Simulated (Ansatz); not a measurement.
Functionals compared on NH3 on the 1x1 (110) surface of bcc Mo, one in a 2x2 cell, started at the site 'bridge Mo-Mo (span 3.2 Å)', in Ansatz (plane waves, PAW). The structure was relaxed with PBE; the other rows are single points on it, each with its references at the same level. Cutoff 420 eV (500 eV for r2SCAN).

Slab: 20 atoms, 6.5 Å thick at the start under the adsorbate (thin: gaps and levels are the slab's own); k 6x6x1, smearing 0.1 eV, dipole-corrected; 8 atoms held, the rest relaxed; no symmetry held; no spin, no spin-orbit, no U, no dispersion correction. At the end it is bonded to Mo. In PBE it is, or lies within 0.03 eV of, the lowest of the starts that converged. These notes are the PBE run's. Adsorption energies are against NH3(g). A negative adsorption energy means that the adsorbate is more stable on the surface than in its reference.

| functional | adsorption energy (eV) | work function of the top face (eV) | change of the work function (eV) | rough cost of the single point |
|---|---|---|---|---|
| PBE | -0.78 | 2.57 | -2.02 | – |
| RPBE | [?] | [?] | [?] | about 2.5 core-minutes (a rough figure) |
| r2SCAN | -0.88 | 2.49 | -2.14 | very roughly 4 core-minutes |

Fill in the missing entries.


- RPBE, adsorption energy (eV): -0.52
- RPBE, work function of the top face (eV): 2.48
- RPBE, change of the work function (eV): -1.96

Ansatz is a quantum-chemistry and plane-wave program.
